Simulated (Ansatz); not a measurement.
BN (P6_3mc), PBE, rigid bands run with Ansatz (a first-principles code): N_v = 4.76e19 cm⁻³ at 300 K and a hole conductivity mass of 0.833 mₑ along x (a = (2.54, 0.00, 0.00) Å; b = (-1.27, 2.20, 0.00) Å; c = (0.00, 0.00, 4.20) Å).

### Question
For 1e16 holes per cm³ at 300 K, place the Fermi level, estimate the Seebeck coefficient of a parabolic band with constant τ, and give mobility and conductivity for τ = 20 fs.

### Answer
The level lies k_BT ln(N_v/p) = 0.219 eV above the valence-band maximum. S ≈ +(k_B/e)[ln(N_v/p) + 5/2] = 945 μV/K, against 946 μV/K from the full bands (mean over directions). μ = eτ/m = 42.2 cm²/(V·s) and σ = peμ = 0.0677 S/cm. τ is assumed, not computed.

Band transport and this doping are assumed; polarons and phonon drag are left out. Spin-orbit coupling is left out. Geometry: cell and atoms relaxed with PBEsol.
